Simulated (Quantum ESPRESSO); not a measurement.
# How a calculation on HfCuSn (P6_3mc, 6 atoms in the cell) responds to its settings

```
HfCuSn
1.0
    4.40396     0.00000     0.00000
   -2.20198     3.81394     0.00000
    0.00000     0.00000     6.34957
Hf Cu Sn
2 2 2
Cartesian
  0.00000   0.00000   0.03124
  0.00000   0.00000   3.20602
  0.00000   2.54263   4.35917
  2.20198   1.27131   1.18438
  0.00000   2.54263   1.65311
  2.20198   1.27131   4.82789
```

Base run A: PBEsol, GBRV 1.5 ultrasoft (PBESOL) pseudopotentials run with Quantum ESPRESSO 7.5, self-consistent single point.

Its settings: ecutwfc = 50 Ry; ecutrho = 400 Ry; occupations = smearing; smearing = gauss; degauss = 0.0036749 Ry; K_POINTS = automatic 5 5 3 0 0 0; conv_thr = 1e-11 Ry.

The starting cell comes from a database of computed structures (which also holds hypothetical and non-ambient phases and stackings), without a prior relaxation at this level. Its lattice was rescaled by a random factor within 2.5 % of one. Spin polarisation is off.

ΔF is the free energy per atom less that of run A. 

Runs:
- B: lattice scaled by 0.97
- C: lattice scaled by 0.97; ecutwfc: 50 Ry → 30 Ry; ecutrho: 400 Ry → 240 Ry
- D: lattice scaled by 0.985
- E: lattice scaled by 0.985; ecutwfc: 50 Ry → 30 Ry; ecutrho: 400 Ry → 240 Ry
- F: lattice scaled by 1.015
- G: lattice scaled by 1.015; ecutwfc: 50 Ry → 30 Ry; ecutrho: 400 Ry → 240 Ry
- H: lattice scaled by 1.03
- I: lattice scaled by 1.03; ecutwfc: 50 Ry → 30 Ry; ecutrho: 400 Ry → 240 Ry
- J: ecutwfc: 50 Ry → 30 Ry; ecutrho: 400 Ry → 240 Ry

```csv
run,ΔF (meV/atom),pressure (GPa),largest force (eV/Å)
A,0.00,0.15,0.115
B,85.0,15.48,0.391
C,583.8,-19.58,0.411
D,24.6,7.01,0.243
E,520.9,-26.31,0.263
F,6.3,-5.36,0.015
G,498.4,-35.58,0.019
H,39.0,-9.75,0.093
I,529.9,-38.61,0.078
J,500.3,-31.91,0.134
```

Run I against A: The free energy goes up by 530 meV/atom, the pressure goes from 0.15 to -38.61 GPa and the largest force goes from 0.115 to 0.078 eV/Å.

Run D against A: The free energy rises by 24.6 meV/atom, the pressure goes from 0.15 to 7.01 GPa and the largest force goes from 0.115 to 0.243 eV/Å.
